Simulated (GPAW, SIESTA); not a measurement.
A SIESTA input for a self-consistent single point of ZnHg₃ (Fm-3m, 4 atoms in the cell) (DFT, GGA PBEsol, numerical atomic orbitals DZP, PseudoDojo PBEsol standard norm-conserving potentials (rewritten from UPF to PSML)):

```
# files in the folder: Zn.psml Hg.psml (PseudoDojo PBEsol standard)
SystemName  ZnHg3
SystemLabel znhg3

NumberOfAtoms                4
NumberOfSpecies              2
%block ChemicalSpeciesLabel
  1 30 Zn
  2 80 Hg
%endblock ChemicalSpeciesLabel
LatticeConstant              1.0 Ang
%block LatticeVectors
     0.000000000    3.604170000    3.604170000
     3.604170000    0.000000000    3.604170000
     3.604170000    3.604170000    0.000000000
%endblock LatticeVectors
AtomicCoordinatesFormat      ScaledCartesian
%block AtomicCoordinatesAndAtomicSpecies
     0.000000000    0.000000000    0.000000000  1
     1.802085000    1.802085000    1.802085000  2
     5.406255000    5.406255000    5.406255000  2
     3.604170000    3.604170000    3.604170000  2
%endblock AtomicCoordinatesAndAtomicSpecies

XC.functional                GGA
XC.authors                   PBEsol
PAO.BasisSize                DZP
PAO.EnergyShift              0.005 Ry
MeshCutoff                   400 Ry
%block kgrid.MonkhorstPack
    8   0   0  0.0
    0   8   0  0.0
    0   0   8  0.0
%endblock kgrid.MonkhorstPack
OccupationFunction           MP
OccupationMPOrder            0
ElectronicTemperature        2320.9 K

MaxSCFIterations             150
SCF.Mixer.Method             Broyden
SCF.Mixer.Weight             0.2
SCF.Mixer.History            8
SCF.DM.Tolerance             1.0E-04
Diag.ParallelOverK           true
WriteForces                  true
```

Write the same calculation as an input for GPAW.

One input that does it (others would too):

```python
from ase import Atoms
from ase.units import GPa
from gpaw import GPAW

atoms = Atoms(['Zn', 'Hg', 'Hg', 'Hg'],
              cell=[[0.000000, 3.604170, 3.604170],
                    [3.604170, 0.000000, 3.604170],
                    [3.604170, 3.604170, 0.000000]],
              scaled_positions=[[0.000000, 0.000000, 0.000000],
                                [0.250000, 0.250000, 0.250000],
                                [0.750000, 0.750000, 0.750000],
                                [0.500000, 0.500000, 0.500000]],
              pbc=True)

calc = GPAW(mode={'name': 'pw', 'ecut': 800},
            xc='PBEsol',
            kpts={'size': (8, 8, 8), 'gamma': True},
            occupations={'name': 'methfessel-paxton', 'width': 0.2, 'order': 0},
            nbands=-8,
            symmetry={'symmorphic': False, 'tolerance': 0.0005},
            maxiter=100,
            txt='-')

atoms.calc = calc

energy = atoms.get_potential_energy()
print('Energy (eV):', round(energy, 6))
forces = atoms.get_forces()
print('Forces (eV/Ang):')
print(forces.round(5))
stress = atoms.get_stress()
print('Stress (GPa, Voigt):', (stress / GPa).round(4))
```

Basis, cutoffs, solver keys and any potentials are the target program's own. This input uses DFT PBEsol, plane waves, GPAW PAW datasets PBEsol (made by gpaw-setup). Both were run: pressure -9.84 GPa in SIESTA and -2.77 in GPAW.

On SIESTA: the starting cell comes from a database of computed structures (which also holds hypothetical and non-ambient phases and stackings), without a prior relaxation at this level. Its lattice was rescaled by a random factor within 2.5 % of one. For this run, on top of that: lattice scaled by 0.98. Values carry the incompleteness of an atom-centred basis. With a pressure of about -10 GPa the cell is away from its equilibrium volume at this level.

On GPAW: the starting cell comes from a database of computed structures (which also holds hypothetical and non-ambient phases and stackings), without a prior relaxation at this level. Its lattice was rescaled by a random factor within 2.5 % of one. For this run, on top of that: lattice scaled by 0.98.
